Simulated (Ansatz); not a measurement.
Input:

```yaml
crystal:
  lattice:
    - [4.15270, 0.00000, 0.00000]
    - [-2.07635, 3.59635, 0.00000]
    - [0.00000, 0.00000, 6.71461]
  atoms:
    - { symbol: Cd, position: [0.00000, 0.00000, 0.00000] }
    - { symbol: I, position: [0.66667, 0.33333, 0.25661] }
    - { symbol: I, position: [0.33333, 0.66667, 0.74339] }
```

No spin polarisation.

The values are results of PBEsol-D3(BJ) (Ansatz, a program for electronic structure), no spin-orbit coupling, not measurements. Settings: 9×9×5 k-points, 0.05 eV Fermi–Dirac smearing.

Q: Predict the pressure, smallest direct gap and gap character.

A: The pressure (mean of the normal stresses, compression positive) is -0.43 GPa and the smallest direct gap is 2.65 eV. The gap character is indirect, k = (0, 0.111, 0.200) in the run's primitive reciprocal basis → k = (0, 0.444, -0.400) in the run's primitive reciprocal basis.

With I present, leaving out spin-orbit coupling can change the band edges. The cells carry an imposed strain or load. Whether these cells are dynamically stable was not tested. The cell was made from CdI$_{2}$ in the CdI2 type structure (space group P-3m1, No. 164; layered, stacked along the Cartesian z axis) by this change: uniaxial strain ε_zz = +2.50 %.
